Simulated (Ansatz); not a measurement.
## SnS, response to strain

Take SnS in the GeS type structure (space group Pnma, No. 62; a = 10.9116 Å, b = 3.9534 Å, c = 4.1121 Å) as the base. Axes: x, y, z lie along a, b, c of the conventional cell.

Strains are applied to the cell and any free atomic positions relax; under biaxial strain the out-of-plane vector relaxes too; under stress the whole cell relaxes.

Calculations: PBEsol-D3(BJ) in Ansatz (plane waves to 420 eV, PAW, scalar-relativistic without spin-orbit coupling).

Candidates:
(a) biaxial strain +4.48 %, plane normal [001], relaxed out of plane
(b) uniaxial strain ε_zz = −0.96 %
(c) uniaxial stress, 1 GPa compression along z
(d) biaxial strain +1.14 %, plane normal [001], relaxed out of plane
(e) isotropic strain +0.73 %

Before the change:

The band gap is 0.30 eV.

### Question
Order them by band gap, lowest first.

### Answer
(a) biaxial strain +4.48 %, plane normal [001], relaxed out of plane (zero), (c) uniaxial stress, 1 GPa compression along z (0.10 eV), (b) uniaxial strain ε_zz = −0.96 % (0.18 eV), (d) biaxial strain +1.14 %, plane normal [001], relaxed out of plane (0.23 eV), (e) isotropic strain +0.73 % (0.45 eV)

Stability under load was not tested beyond the relaxation. All final runs are without spin polarisation. Gaps under 0.05 eV, about the width of the smearing, are given as zero. A zero or small gap of SnS under biaxial strain +4.48 %, plane normal [001], relaxed out of plane, SnS under uniaxial strain ε_zz = −0.96 %, SnS under uniaxial stress, 1 GPa compression along z and SnS under biaxial strain +1.14 %, plane normal [001], relaxed out of plane can be the functional's error rather than a property of the material.

Ansatz is an electronic-structure program.
